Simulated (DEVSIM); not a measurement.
Structure: Si n+/n-/n+ resistor, at 300 K.

```
layer (left to right)  material  thickness (μm)  Nd (cm⁻³)  τn (s)  τp (s)
---------------------  --------  --------------  ---------  ------  ------
1                            Si           0.420     1.1e17  1.3e-7  1.3e-7
2                            Si            3.80       4e13  1.3e-7  1.3e-7
3                            Si           0.130     1.9e18  1.3e-7  1.3e-7
```

Left contact: ohmic. Right contact: ohmic. Voltage is applied to the left contact. Recombination: SRH at mid-gap, Auger. Mobility is μmin + (μ − μmin)/(1 + (N/Nref)^α).

This is a model device: material constants are rounded textbook-type values typed into the input, and sizes, dopings and lifetimes were drawn at random. Values at 300 K.

| parameter | Si |
|---|---|
| gap (eV) | 1.124 |
| affinity (eV) | 4.05 |
| permittivity | 11.7 |
| Nc (cm⁻³) | 2.86e19 |
| Nv (cm⁻³) | 3.1e19 |
| μn (cm²/Vs) | 1417 |
| μp (cm²/Vs) | 470 |
| μn,min | 52 |
| μp,min | 45 |
| Nref,n | 9.7e16 |
| Nref,p | 2.2e17 |
| αn | 0.68 |
| αp | 0.72 |
| Cn (cm⁶/s) | 2.8e-31 |
| Cp (cm⁶/s) | 9.9e-32 |

Simulated with DEVSIM: 1D drift-diffusion, Boltzmann statistics, complete ionisation; no tunnelling, impact ionisation, image-force lowering or self-heating.

Base results: dark forward voltage at 100 A/cm² (V) 1.182.

Question: What follows from this one change: doping Nd of layer 1 1.1e+17 → 1.1e+18 cm^-3?

Answer: dark forward voltage at 100 A/cm² 1.182 → 1.171 V.

Question: What follows from this one change: constant mobility in place of the doping-dependent one?

Answer: dark forward voltage at 100 A/cm² 1.182 → 1.178 V.
